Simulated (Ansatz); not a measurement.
## HfO2 in the fluorite structure (space group Fm-3m, No. 225)

Space group Fm-3m (No. 225); a = 5.0976 Å, b = 5.0976 Å, c = 5.0976 Å, α = 90.00°, β = 90.00°, γ = 90.00°

```tsv
atom	site	symmetry	x	y	z
Hf	4a	m-3m	0.0000	0.0000	0.0000
O	8c	-43m	0.2500	0.2500	0.2500
```
(The calculation used a cell of 3 atoms; values per cell refer to that cell.)

Computed with plane-wave PAW DFT at the PBE level (Ansatz, a first-principles code, 420 eV), no SOC. k-mesh 11×11×11 (Γ-centred); smearing 0.05 eV (Fermi–Dirac).

```json
{
 "volume_per_atom": "11.04 Å³",
 "density": "10.55 g/cm³",
 "band_gap": "3.75 eV, direct at X",
 "electron_mass": "1.2 mₑ along k, 0.74 mₑ across",
 "total_energy": "-5620.470 eV/atom (σ→0; compares only within this code and set-up)"
}
```

With Hf present, leaving out spin-orbit coupling can change the band edges. Effective masses come from finite differences of ±0.01 Å⁻¹. Along k means along the line from Γ to the band edge. Stability against distortions was not tested. This is not the structure that HfO2 has at room temperature and ambient pressure.
